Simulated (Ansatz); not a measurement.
SiO2 under a change: x(C) = 0.125, 12 atoms, Cm

Consider SiO2 in the rutile structure (space group P4_2/mnm, No. 136; a = 4.2362 Å, c = 2.6905 Å).

The other end (x = 1) is SiC$_{2}$ in the rutile structure (space group P4_2/mnm, No. 136; a hypothetical phase, not in the database extracts checked): 10.15 Å³/atom, gap zero; this end may not be an ambient phase.

Perturbation: C replaces 12.5 % of the O, ordered in a cell of 12 atoms (starting symmetry Cm) and fully relaxed.

Level of theory: PBE (Ansatz, a program for electronic structure; PAW; 420 eV plane waves; spin-orbit coupling left out). Settings: 7×7×8 k-points, 0.05 eV Fermi–Dirac smearing, for the changed cell.

```json
[
 {"quantity": "volume per atom", "base": "8.05 Å³", "changed": "8.38 Å³", "shift": "+0.337 Å³"},
 {"quantity": "density", "base": "4.13 g/cm³", "changed": "3.90 g/cm³", "shift": "-0.23 g/cm³"},
 {"quantity": "shortest interatomic distance", "base": "177.4 pm", "changed": "178.8 pm", "shift": "+1.4 pm"},
 {"quantity": "band gap", "base": "5.04 eV", "changed": "0.69 eV", "shift": "-4.35 eV"},
 {"quantity": "gap character (in this cell's own zone, which can be folded)", "base": "direct at Γ", "changed": "indirect, A → k = (0.429, 0.429, -1/4) in the run's primitive reciprocal basis", "shift": "–"},
 {"quantity": "mixing energy (to 0.01 eV only: unlike meshes or grids) (against an end that may be hypothetical)", "base": "–", "changed": "+0.10 eV/atom", "shift": "–"},
 {"quantity": "deviation of the volume from the linear (Vegard-type) interpolation", "base": "–", "changed": "+0.9 %", "shift": "–"}
]
```

Final structure:

```xyz
12
Lattice="4.2779 -2.7472 0.0000 4.2779 2.7472 0.0000 -0.0289 0.0000 4.2802" Properties=species:S:1:pos:R:3 pbc="T T T"
Si     6.3916    -1.3575     2.1528
Si     6.3916     1.3575     2.1528
Si     8.5389     0.0000     0.0152
Si     4.2817     0.0000     4.2479
O      3.4385     1.3793     3.4333
O      3.4385    -1.3793     3.4333
C      2.9844     0.0000     1.2812
O      7.2058     0.0000     1.3094
O      1.2620     0.0000     3.0213
O      5.5665     0.0000     2.9725
O      5.1085    -1.3940     0.8307
O      5.1085     1.3940     0.8307
```

These are small ordered cells, not random alloys; other orderings at the same x differ. No phonon test of stability was made. All final runs are without spin polarisation. k-point labels follow each cell's own Brillouin zone.
